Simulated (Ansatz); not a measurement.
Computed with PBE (plane waves to 420 eV, PAW; Ansatz, an electronic-structure program).

Plane-averaged electrostatic potential energy along the normal, in eV from the Fermi level, for W on the 1x1 (111) surface of fcc Au (the real clean face reconstructs), one in a 2x2 cell, started at the site 'bridge Au-Au (span 2.9 Å)':

(z (Å), V (eV)): (5.30, 5.19); (5.59, 5.18); (5.89, 5.18); (6.18, 5.18); (6.48, 5.18); (6.77, 5.17); (7.07, 5.14); (7.36, 5.08); (7.66, 4.95); (7.95, 4.65); (8.24, 3.96); (8.54, 2.32); (8.83, -2.18); (9.13, -9.69); (9.42, -14.82); (9.72, -15.91); (10.01, -13.07); (10.31, -6.54); (10.60, -0.33); (10.89, 1.03); (11.19, -1.70); (11.48, -8.72); (11.78, -14.46); (12.07, -16.29); (12.37, -14.25); (12.66, -8.34); (12.96, -1.47); (13.25, 0.85); (13.54, -1.15); (13.84, -7.84); (14.13, -13.93); (14.43, -16.20); (14.72, -14.60); (15.02, -9.08); (15.31, -1.96); (15.61, 1.08); (15.90, 0.16); (16.19, -5.44); (16.49, -12.39); (16.78, -15.92); (17.08, -15.55); (17.37, -11.28); (17.67, -4.24); (17.96, -0.03); (18.26, -0.21); (18.55, -1.49); (18.84, -2.17); (19.14, -1.63); (19.43, -0.05); (19.73, 1.70); (20.02, 2.69); (20.32, 3.17); (20.61, 3.42); (20.91, 3.55); (21.20, 3.62); (21.49, 3.66); (21.79, 3.68); (22.08, 3.69); (22.38, 3.69); (22.67, 3.69); (22.97, 3.70); (23.26, 3.70)

Slab: 17 atoms, 7.2 Å thick at the start under the adsorbate (thin: gaps and levels are the slab's own); k 6x6x1, smearing 0.1 eV, dipole-corrected; 8 atoms held, the rest relaxed; symmetry of the start imposed; spin-polarised, no spin-orbit, no U, no dispersion correction. At the end it is bonded to 3 Au. In PBE it is, or lies within 0.03 eV of, the lowest of the starts that converged.

Problem. The surface cell has an area of 29.93 Å². What dipole along the normal does the step between the two vacuum levels imply?

Solution. the top vacuum level lies 1.49 eV below the bottom one; p = −ε₀ A ΔV (ε₀ = 0.005526 e/(V·Å)) gives 0.25 e·Å a cell.
